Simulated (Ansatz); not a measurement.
Input and output of a self-consistent single point for Lu₃GaC (P4mm, 5 atoms in the cell) (Ansatz, a program for electronic structure).

Computed with LDA (PW92), default PAW files made with PBE (plane waves; Ansatz).

```yaml
crystal:
  lattice:
    - [4.69981, 0.00000, 0.00000]
    - [0.00000, 4.69981, 0.00000]
    - [0.00000, 0.00000, 4.69981]
  atoms:
    - { symbol: Lu, position: [0.51064, 0.00000, 0.00000] }
    - { symbol: Lu, position: [0.00000, 0.50000, 0.00000] }
    - { symbol: Lu, position: [0.00000, 0.00000, 0.50000] }
    - { symbol: Ga, position: [0.50000, 0.50000, 0.50000] }
    - { symbol: C, position: [0.00000, 0.00000, 0.00000] }
```

Reference input (self-consistent single point, DFT, LDA (PW92), plane waves, default PAW files made with PBE): basis.ecutwfc = 420 eV; kpoints.mp_grid.grid = 5 5 5; hamiltonian.xc = lda; hamiltonian.pseudopotentials = {kind: paw} (the program's default PAW files); scf.occupations.method = fermi_dirac; scf.occupations.width = 0.1 eV. This run's input differs from it in these lines:

Ansatz 0.2 input:
```diff
@@ -13,3 +13,3 @@
 basis:
-  ecutwfc: 420.0 eV
+  ecutwfc: 250.0 eV
 kpoints:
```

The program printed (abridged):

```
SCF iter   1: F=—  HF=-47427.930635 eV  |F-HF|=—  |Δ(HF+E_count)|=         —  Δρ=1.47e-2  dr2=2.19e-1  ethr=1.77e-3  ⟨swp⟩=4.9  Hψ=2950  notcnv=0  defer=2
all-band conjugate gradients solve this SCF's bands
preconditioner: auto → Kerker (q_TF=auto, 2.674 Å⁻¹)
SCF iter   2: F=—  HF=-47427.227969 eV  |F-HF|=—  |Δ(HF+E_count)|=   7.03e-1  Δρ=1.79e-2  dr2=2.42e-1  ethr=2.38e-4  ⟨swp⟩=3.2  Hψ=2551  notcnv=0  defer=18
   [... lines left out ...]
SCF iter   7: F=—  HF=-47427.161866 eV  |F-HF|=—  |Δ(HF+E_count)|=   4.64e-5  Δρ=1.13e-4  dr2=1.83e-5  ethr=1.50e-7  ⟨swp⟩=2.0  Hψ=1874  notcnv=0  defer=18
SCF iter   8: F=—  HF=-47427.161865 eV  |F-HF|=—  |Δ(HF+E_count)|=   9.37e-7  Δρ=2.41e-5  dr2=1.04e-6  ethr=1.99e-8  ⟨swp⟩=2.0  Hψ=1806  notcnv=0  defer=18
SCF iter   9: F=—  HF=-47427.161865 eV  |F-HF|=—  |Δ(HF+E_count)|=   7.81e-9  Δρ=1.25e-5  dr2=1.39e-7  ethr=1.13e-9  ⟨swp⟩=2.0  Hψ=1822  notcnv=0  defer=18
SCF iter  10: F=-47427.161865 eV  HF=-47427.161865 eV  |F-HF|=4.27e-8  |Δ(HF+E_count)|=   1.33e-7  Δρ=4.90e-6  dr2=2.36e-8  ethr=1.09e-10  ⟨swp⟩=7.7  Hψ=3507  notcnv=0
SCF 1 converged in 10 iterations: F = -47427.161865 eV  dr2 = 2.36e-8
Free energy (F): -47427.161865 eV
Internal energy: -47427.117204 eV  (E = F + TS)
E sigma→0 (E₀):  -47427.139534 eV
Entropy (-TS):   -0.044660 eV (-8.932 meV/atom)
Fermi energy:    13.168086 eV
--- Forces (eV/Å), atoms counted from 1 ---
  atom   1  Lu    -0.53102040     0.00000000     0.00000000
  atom   2  Lu     0.16010668     0.00000000     0.00000000
  atom   3  Lu     0.16010668    -0.00000000     0.00000000
  atom   4  Ga     0.05369110     0.00000000     0.00000000
  atom   5  C      0.15711536     0.00000000     0.00000000
--- Stress (GPa, compression-positive) ---
       -4.257525      -0.000000       0.000000
       -0.000000      -4.378291       0.000000
        0.000000       0.000000      -4.378291
  P = ⅓ Tr σ = -4.3380 GPa (-43.380 kbar)
  The stress holds the Pulay correction. Without it, at fixed plane waves, as pw.x and ABINIT print it: P = -58.0558 GPa
```

The run converged in 10 iterations. Against the reference run the free energy rises by 876 meV/atom, the pressure goes from -5.73 to -4.34 GPa and the largest force goes from 0.551 to 0.531 eV/Å.

The starting cell comes from a database of computed structures (which also holds hypothetical and non-ambient phases and stackings), without a prior relaxation at this level. Its lattice was rescaled by up to half a per cent. One atom was moved a little off its site on purpose. Ansatz's pressure includes its estimate of the finite-basis (Pulay) stress. Without the estimate this run gives -58.06 GPa. The cutoff lies below the one recommended for these files.
